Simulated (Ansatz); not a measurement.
Consider TiS₂ in the CdI2 type structure (space group P-3m1, No. 164; a = 3.3593 Å, c = 5.5204 Å; layered, stacked along the Cartesian z axis; relaxed with 0.1 eV smearing).

Method: DFT with PBE-D3(BJ), PAW potentials and a 420 eV plane-wave cutoff in Ansatz (a program for electronic structure), no SOC, earlier PAW set.

Before the change:

| Item | Value |
|---|---|
| Pressure | 0.0 GPa |

Perturbation: every lattice vector is shortened by 5.22 %; the atoms relax in the strained cell.

Task: Estimate the effect on the energy relative to the base.

Result: The energy rises by 84 meV/atom.

Task: What happens to the largest internal atomic displacement?

Result: The largest internal atomic displacement is 0.119 Å.

Task: Estimate the effect on the pressure.

Result: The pressure (mean of the normal stresses, compression positive) goes from zero to 11.6 GPa.

No phonon test of stability was made. All final runs are without spin polarisation.
